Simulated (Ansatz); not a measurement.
The parent structure is Nb in the bcc (W type) structure (space group Im-3m, No. 229; a = 3.3027 Å). Axes: x, y, z lie along the cube axes.

The values are results of r2SCAN (Ansatz, a first-principles code; PAW; 500 eV plane waves; no SOC), not measurements.

Base values:

```
Item                Value
---------------  --------
Volume per atom  18.01 Å³
Pressure          0.0 GPa
```

Modification: biaxial strain +0.27 %, plane normal [110], relaxed out of plane (Cartesian); in-plane vectors clamped, the third vector and the atoms free.

Question: Predict the new volume per atom and pressure.

Answer: The volume per atom increases by 0.024 Å³ to 18.04 Å³; the pressure (mean of the normal stresses, compression positive) goes from zero to -0.2 GPa.

No phonon test of stability was made. All final runs are without spin polarisation.
